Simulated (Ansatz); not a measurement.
The starting structures come from a database of crystals and need not be the phases stable at ambient conditions.

 Where the default PAW files enter, the runs use the earlier of Ansatz's two default sets.

Here is the system:

```
CELL_PARAMETERS angstrom
      6.19687     0.00000     0.00000
      0.00000     6.19687     0.00000
      3.09844    -3.09844     4.38185
ATOMIC_POSITIONS crystal
  Sn 0.50000 0.50000 0.00000
  Sn 0.00000 0.00000 0.00000
  F  0.27142 0.72858 0.00000
  F  0.72858 0.27142 0.00000
  F  0.27142 0.27142 0.00000
  F  0.72858 0.72858 0.00000
  F  0.27142 0.72858 0.45717
  F  0.72858 0.27142 0.54283
```

Space group of this cell: Fm-3m. The cell was relaxed by PBE-D3(BJ); by r2SCAN its mean pressure is -2.0 GPa.

Transport runs along the normal of the first two printed cell vectors, the (001) plane of the conventional cell.

The gap is the functional's own. No spin-orbit coupling. Mid-gap values are interpolated on the energy grid.

Problem. Estimate the band gap and the smallest decay constant κ at mid-gap that r2SCAN (Ansatz, a program for electronic structure) returns for this system.

Solution. Gap 3.17 eV on a 8×8×8 mesh; κ = 0.363 1/Å, at (0.500, 0.000) of the in-plane reciprocal vectors. At the zone centre, at the nearest computed energy, the slowest state has κ = 0.40 1/Å.
